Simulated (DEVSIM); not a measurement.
Structure: Pd/SiON/n-Ge capacitor, at 300 K.

```tsv
layer (left to right)	material	thickness (nm)	Nd (cm⁻³)
1	SiON	8.30	-
2	Ge	6300	9e15
```

Metal gate on the left, work function 5.2 eV. Fixed charge at the semiconductor interface 0 cm⁻² (in units of +e); interface traps 1e12 cm⁻² eV⁻¹, uniform in energy, neutral level at 0.3 of the gap above the valence band.

The device is made up for the run: typed textbook-type constants, with dimensions and the other settings drawn at random. Values at 300 K.

```tsv
parameter	SiON	Ge
gap (eV)	7	0.664
affinity (eV)	1.4	4
permittivity	5.5	16
Nc (cm⁻³)	-	1.04e19
Nv (cm⁻³)	-	6e18
```

Simulated with DEVSIM: 1D Poisson equation in equilibrium, Boltzmann statistics, complete ionisation; no quantum confinement or tunnelling. Metal contacts follow the ideal Schottky-Mott rule: no Fermi-level pinning, no interface dipoles.

Question: Give the band bending (positive: bands bend down) and minority sheet density.

Answer: 
```
Vg (V)  ψs (V)  minority carriers (cm⁻²)
------  ------  ------------------------
0.05    -0.479                    1.3e12
0.2     -0.460                    8.9e11
0.35    -0.434                    4.6e11
0.5     -0.389                    1.3e11
0.65    -0.303                     6.8e9
0.8     -0.196                     1.8e8
0.95    -0.092                     < 1e8
1.1      0.003                     < 1e8
1.25     0.073                     < 1e8
1.4      0.115                     < 1e8
1.55     0.143                     < 1e8
1.7      0.162                     < 1e8
1.85     0.176                     < 1e8
```
